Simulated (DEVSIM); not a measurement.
Structure: abrupt GaP n-p junction, at 300 K.

| layer (left to right) | material | thickness (μm) | Nd (cm⁻³) | Na (cm⁻³) | τn (s) | τp (s) |
|---|---|---|---|---|---|---|
| 1 | GaP | 14.0 | 2.5e16 | - | 8.5e-7 | 8.5e-7 |
| 2 | GaP | 87.0 | - | 5.6e14 | 8.5e-7 | 8.5e-7 |

Left contact: ohmic. Right contact: ohmic. Voltage is applied to the left contact. Recombination: SRH at mid-gap. Mobility is μmin + (μ − μmin)/(1 + (N/Nref)^α).

The device is made up for the run: typed textbook-type constants, with dimensions and the other settings drawn at random. Values at 300 K; Nc and Nv go as T^1.5, mobilities as T to minus their exponent, the gap by Varshni's rule with the affinity fixed.

| parameter | GaP |
|---|---|
| gap (eV) | 2.26 |
| affinity (eV) | 3.8 |
| permittivity | 11.1 |
| Nc (cm⁻³) | 1.8e19 |
| Nv (cm⁻³) | 1.9e19 |
| μn (cm²/Vs) | 250 |
| μp (cm²/Vs) | 150 |
| μn,min | 10 |
| μp,min | 10 |
| Nref,n | 4.4e18 |
| Nref,p | 1e18 |
| αn | 0.8 |
| αp | 0.85 |
| T exponent of μn | 1.6 |
| T exponent of μp | 1.98 |
| Varshni α (eV/K) | 0.00058 |
| Varshni β (K) | 372 |

DEVSIM, 1D drift-diffusion, Boltzmann statistics, complete ionisation; no tunnelling, impact ionisation, image-force lowering or self-heating.

The temperature was swept, all else fixed.

```csv
temperature (K),potential step across the device at zero bias (V),dark forward voltage at 1 A/cm² (V)
250,1.925,___
300,1.820,1.961
350,1.712,1.912
400,1.601,1.869
450,1.488,1.833
500,1.372,1.804
```

**Question.** Fill in the missing entries.

**Answer.** 
- 250, dark forward voltage at 1 A/cm² (V): 2.017
